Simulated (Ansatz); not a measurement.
# Pressure series in SiC

The reference is SiC in the wurtzite structure (space group P6_3mc, No. 186).

```yaml
crystal:
  lattice:
    - [3.07595, 0.00000, 0.00000]
    - [-1.53798, 2.66385, 0.00000]
    - [0.00000, 0.00000, 5.04778]
  atoms:
    - { symbol: Si, position: [0.33333, 0.66667, 0.99959] }
    - { symbol: Si, position: [0.66667, 0.33333, 0.49959] }
    - { symbol: C, position: [0.33333, 0.66667, 0.37541] }
    - { symbol: C, position: [0.66667, 0.33333, 0.87541] }
```

Cell and atoms are relaxed at each pressure.

The values are results of PBEsol (Ansatz, a first-principles code, PAW, scalar-relativistic without spin-orbit coupling), not measurements.

```
change             band gap  width of the top valence band  volume per atom
-----------------  --------  -----------------------------  ---------------
base                2.12 eV                        3.93 eV         10.34 Å³
pressure −2 GPa     2.14 eV                        3.90 eV         10.43 Å³
pressure −1 GPa     2.13 eV                        3.92 eV         10.39 Å³
pressure 0.9 GPa    2.12 eV                        3.94 eV         10.30 Å³
pressure 2.1 GPa    2.11 eV                        3.95 eV         10.25 Å³
pressure 4.5 GPa    2.09 eV                        3.98 eV         10.14 Å³
pressure 9 GPa      2.06 eV                        3.99 eV          9.96 Å³
pressure 22.5 GPa   1.97 eV                        4.14 eV          9.49 Å³
pressure 30 GPa     1.92 eV                        4.22 eV          9.27 Å³
```

Load acts through the strain it causes; cell and atoms are relaxed under it. Stability against distortions was not tested. No other phases were tried under pressure.
